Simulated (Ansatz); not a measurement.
Input:

```
CELL_PARAMETERS angstrom
      3.16682     0.00000     0.00000
      1.58341     2.74254     0.00000
      0.00000     0.00000     5.25898
ATOMIC_POSITIONS crystal
  Zr 0.33333 0.33333 0.75000
  Zr 0.66667 0.66667 0.25000
```

No spin polarisation.

Method: r2SCAN, PAW, 500 eV (Ansatz, a quantum-chemistry and plane-wave program; no spin-orbit coupling), earlier PAW set. Γ-centred 20×20×11 mesh, Fermi–Dirac width 0.1 eV.

Question: Predict the in-plane stress and band gap.

Answer: The mean in-plane stress (compression positive) is +4.1 GPa and the band gap is zero.

The cells carry an imposed strain or load. Stability against distortions was not tested. The final runs are not spin-polarised. The cell was made from Zr in the hcp (Mg type) structure (space group P6_3/mmc, No. 194) by this change: biaxial strain −2.39 %, plane normal [001], relaxed out of plane.
